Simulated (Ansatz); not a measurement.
**Si (Fd-3m): band-edge transport data**

Data:

```xyz
2
Lattice="0.0000 2.7168 2.7168 2.7168 0.0000 2.7168 2.7168 2.7168 0.0000" Properties=species:S:1:pos:R:3 pbc="T T T"
Si     1.3584     1.3584     1.3584
Si     0.0000     0.0000     0.0000
```

All values below come from PBEsol with spin-orbit coupling, rigid bands (plane waves, PAW; Ansatz, a program for electronic structure). Cell: cell and atoms relaxed with PBEsol.

band gap: 0.45 eV
electron conductivity mass (300 K, dilute): 0.28 mₑ
hole conductivity mass (300 K, dilute): 0.35 mₑ
effective density of states N_c (300 K): 3.0e19 cm⁻³
effective density of states N_v (300 K): 2.2e19 cm⁻³
density-of-states mass, electrons: 1.13 mₑ
density-of-states mass, holes: 0.91 mₑ
Seebeck coefficient, n-type 1e19 cm⁻³, 300 K: -309 μV/K
Seebeck coefficient, p-type 1e19 cm⁻³, 300 K: 316 μV/K
best p-type power factor at 300 K for τ = 10 fs (best axis; densities from 1e16 to 1e21 cm⁻³ tried, whether or not they can be reached): 16.2 μW/(cm·K²) at 1e20 cm⁻³

Rigid bands; masses and Seebeck coefficients take one relaxation time τ for all states and one kind of carrier; polarons and phonon drag are left out.
